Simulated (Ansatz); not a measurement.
Ge in the diamond structure (space group Fd-3m, No. 227)

```cif
data_Ge8
_chemical_formula_sum 'Ge8'
_space_group_name_H-M_alt 'Fd-3m :1'
_space_group_IT_number 227
_space_group_name_Hall 'F 4d 2 3 -1d'
_cell_length_a 5.67616
_cell_length_b 5.67616
_cell_length_c 5.67616
_cell_angle_alpha 90.000
_cell_angle_beta 90.000
_cell_angle_gamma 90.000
loop_
_atom_site_label
_atom_site_type_symbol
_atom_site_symmetry_multiplicity
_atom_site_Wyckoff_symbol
_atom_site_fract_x
_atom_site_fract_y
_atom_site_fract_z
_atom_site_occupancy
Ge1 Ge 8 a 0.00000 0.00000 0.00000 1
```
(The calculation used a cell of 2 atoms; values per cell refer to that cell.)

Computed with PBEsol in Ansatz (plane waves to 420 eV, PAW, no SOC). k-mesh 14×14×14 (Γ-centred); smearing 0.05 eV (Fermi–Dirac).

| Property | Result |
|---|---|
| Volume per atom | 22.86 Å³ |
| Density | 5.28 g/cm³ |
| Band gap | zero |
| Total energy | -4253.497 eV/atom (σ→0; compares only within this code and set-up) |

Whether these cells are dynamically stable was not tested. The zero or small gap of Ge can change with the level of theory.

Ansatz is a program for electronic structure.
